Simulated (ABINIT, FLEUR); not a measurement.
A FLEUR input for a self-consistent single point of CsI (Pm-3m, 2 atoms in the cell) (DFT, PBEsol, all-electron FLAPW (FLEUR), scalar-relativistic valence):

Input of the input generator:

```
CsI
&input film=f /
4.5700000000 0.0000000000 0.0000000000
0.0000000000 4.5700000000 0.0000000000
0.0000000000 0.0000000000 4.5700000000
1.8897261246
1.0 1.0 1.0

2
55 0.0000000000 0.0000000000 0.0000000000
53 0.5000000000 0.5000000000 0.5000000000

&comp jspins=1 /
&exco xctyp='PBEs' /
&kpt div1=4 div2=4 div3=4 gamma=t /
&end /
```

```xml
<?xml version="1.0" encoding="UTF-8" standalone="no"?>
<fleurInput fleurInputVersion="0.39">
   <comment>
      CsI                                                                                                 
   </comment>
   <calculationSetup>
      <cutoffs Kmax="3.8" Gmax="15.2" GmaxXC="15.2" numbands="0"/>
      <scfLoop itmax="100" minDistance="0.00001" maxIterBroyd="40" imix="Anderson" alpha="0.05" precondParam="0.0" spinf="2.0"/>
      <coreElectrons ctail="T" frcor="F" kcrel="0" coretail_lmax="0"/>
      <xcFunctional name="PBEs" relativisticCorrections="F"/>
      <magnetism jspins="1"/>
      <soc l_soc="F" theta="0.0" phi="0.0" spav="F"/>
      <expertModes spex="0" secvar="F"/>
      <geometryOptimization l_f="T" forcealpha="1.0" forcemix="BFGS" epsdisp="0.00001" epsforce="0.00001"/>
      <ldaU l_linMix="F" mixParam="0.05" spinf="1.0"/>
   </calculationSetup>
   <cell>
      <bzIntegration valenceElectrons="26.0" mode="hist" fermiSmearingEnergy="0.00036749">
         <kPointListSelection listName="default-1"/>
         <!-- k-points included here -->
         <xi:include xmlns:xi="http://www.w3.org/2001/XInclude" href="kpts.xml"> </xi:include>
      </bzIntegration>
      <!-- symmetry operations included here -->
      <xi:include xmlns:xi="http://www.w3.org/2001/XInclude" href="sym.xml"> </xi:include>
      <bulkLattice scale="1.0">
         <bravaisMatrix>
            <row-1>    8.6360483894219993     0.0000000000000000     0.0000000000000000</row-1>
            <row-2>    0.0000000000000000     8.6360483894219993     0.0000000000000000</row-2>
            <row-3>    0.0000000000000000     0.0000000000000000     8.6360483894219993</row-3>
         </bravaisMatrix>
      </bulkLattice>
   </cell>
   <atomSpecies>
      <species name="Cesium (Cs)" element="Cs" atomicNumber="55">
         <mtSphere radius="2.68" gridPoints="925" logIncrement="0.014"/>
         <atomicCutoffs lmax="10" lnonsphr="8"/>
         <electronConfig flipSpins="F">
            <coreConfig>(1s1/2) (2s1/2) (2p1/2) (2p3/2) (3s1/2) (3p1/2) (3p3/2) (4s1/2) (3d3/2) (3d5/2) (4p1/2) (4p3/2) (4d3/2) (4d5/2)</coreConfig>
            <valenceConfig>(5s1/2) (5p1/2) (5p3/2) (6s1/2)</valenceConfig>
            <stateOccupation state="(6s1/2)" spinUp="0.5" spinDown="0.5"/>
         </electronConfig>
         <energyParameters s="6" p="6" d="5" f="4"/>
         <lo type="SCLO" l="0" n="5" eDeriv="0"/>
         <lo type="SCLO" l="1" n="5" eDeriv="0"/>
      </species>
      <species name="Iodine (I)" element="I" atomicNumber="53">
         <mtSphere radius="2.68" gridPoints="925" logIncrement="0.014"/>
         <atomicCutoffs lmax="10" lnonsphr="8"/>
         <electronConfig flipSpins="F">
            <coreConfig>(1s1/2) (2s1/2) (2p1/2) (2p3/2) (3s1/2) (3p1/2) (3p3/2) (4s1/2) (3d3/2) (3d5/2) (4p1/2) (4p3/2)</coreConfig>
            <valenceConfig>(5s1/2) (4d3/2) (4d5/2) (5p1/2) (5p3/2)</valenceConfig>
            <stateOccupation state="(5p1/2)" spinUp="0.8333333333333" spinDown="0.8333333333333"/>
            <stateOccupation state="(5p3/2)" spinUp="1.6666666666667" spinDown="1.6666666666667"/>
         </electronConfig>
         <energyParameters s="5" p="5" d="5" f="4"/>
         <lo type="SCLO" l="2" n="4" eDeriv="0"/>
      </species>
   </atomSpecies>
   <atomGroups>
      <atomGroup species="Cesium (Cs)">
         <relPos label="                   1">.0000000000 .0000000000 .0000000000</relPos>
         <force calculate="T" relaxXYZ="TTT"/>
      </atomGroup>
      <atomGroup species="Iodine (I)">
         <relPos label="                   2">1.000/2.000 1.000/2.000 1.000/2.000</relPos>
         <force calculate="T" relaxXYZ="TTT"/>
      </atomGroup>
   </atomGroups>
   <output dos="F" band="F" slice="F">
      <checks vchk="F" cdinf="F"/>
      <bandDOS minEnergy="-.5*Htr" maxEnergy="0.5*Htr" sigma="0.015" storeEVData="T"/>
      <vacuumDOS vacdos="F" integ="F" star="F" nstars="0" locx1="0.0" locy1="0.0" locx2="0.0" locy2="0.0" nstm="0" tworkf="0.0"/>
      <unfoldingBand unfoldBand="F" supercellX="1" supercellY="1" supercellZ="1"/>
      <plotting iplot="0" polar="F">
         <plot TwoD="T" vec1="  1.0  0.0  0.0" vec2="  0.0  1.0  0.0" vec3="  0.0  0.0  1.0" zero="  0.0  0.0  0.0" file="plot"/>
      </plotting>
      <chargeDensitySlicing numkpt="0" minEigenval="0.0" maxEigenval="0.0" nnne="0" pallst="F"/>
      <specialOutput eonly="F"/>
      <magneticCircularDichroism mcd="F" energyLo="-10.0" energyUp="0.0"/>
   </output>
  <!-- We include the file relax.xml here to enable relaxations (see documentation) -->
  <xi:include xmlns:xi="http://www.w3.org/2001/XInclude" href="relax.xml"> <xi:fallback/> </xi:include>
</fleurInput>
```

Q: Write the same calculation as an input for ABINIT.

A: One input that does it (others would too):

```
# CsI, PseudoDojo nc-sr-04 PBEsol standard
pp_dirpath "./"
pseudos "Cs.upf, I.upf"
acell 8.6360483895 8.6360483895 8.6360483895
rprim
         1.0000000000    0.0000000000    0.0000000000
         0.0000000000    1.0000000000    0.0000000000
         0.0000000000    0.0000000000    1.0000000000
natom 2
ntypat 2
znucl 55 53
typat 1 2
xred
         0.0000000000    0.0000000000    0.0000000000
         0.5000000000    0.5000000000    0.5000000000
ecut 35
occopt 3
tsmear 0.01 eV
nband 13
kptopt 1
ngkpt 4 4 4
nshiftk 1
shiftk 0 0 0
nstep 50
tolvrs 1.0e-12
prtwf 0
prtden 0
```

Basis, cutoffs, solver keys and any potentials are the target program's own. This input uses DFT, PBEsol, plane waves, norm-conserving pseudopotentials (PseudoDojo nc-sr-04 PBEsol standard).

The starting cell has typed, rounded lattice constants, without a prior relaxation at this level.
